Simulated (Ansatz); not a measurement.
An Ansatz (an electronic-structure program) input (r2SCAN (Ansatz; PAW; 500 eV plane waves; spin-orbit coupling left out)):

Ansatz 0.2 input:
```yaml
crystal:
  lattice:
    - [3.4712374855, 0, 0]
    - [0, 3.4712374855, 0]
    - [0, 0, 3.4712374855]
  atoms:
    - { symbol: Ag, position: [0, 0, 0] }
    - { symbol: Cl, position: [0.5, 0.5, 0.5] }
basis: { ecutwfc: 500, ecutrho_ratio: 4, xc_grid: 4, fft_grid_basis: typed }
kpoints: { mp_grid: { grid: [10, 10, 10] } }
hamiltonian:
  xc: r2scan
  dispersion: none
  pseudopotentials: { kind: paw }
scf: { occupations: { method: fermi_dirac, width: 0.05 }, convergence: { dr2_threshold: 0.0000000002 } }
relax: { f_tol: 0.005, max_steps: 50 }
output: { forces: true, stress: true }
checkpoint: { write: state.ck, write_every: 1000 }
```

**Question.** Which symmetry and how many k-points will the program report, and about how many plane waves at Γ?

**Answer.** Space group Pm-3m (ITA 221) with 48 operations, k-points 56 of 1000, and 1045 plane waves at Γ.

**Question.** And the final pressure?

**Answer.** -3.20 GPa (compression positive).

The cells carry an imposed strain or load. Whether these cells are dynamically stable was not tested. The cell was made from AgCl in the CsCl type structure (space group Pm-3m, No. 221; a model cell, its experimental status unchecked) by this change: isotropic strain +2.25 %. This is not the structure that AgCl has at room temperature and ambient pressure.
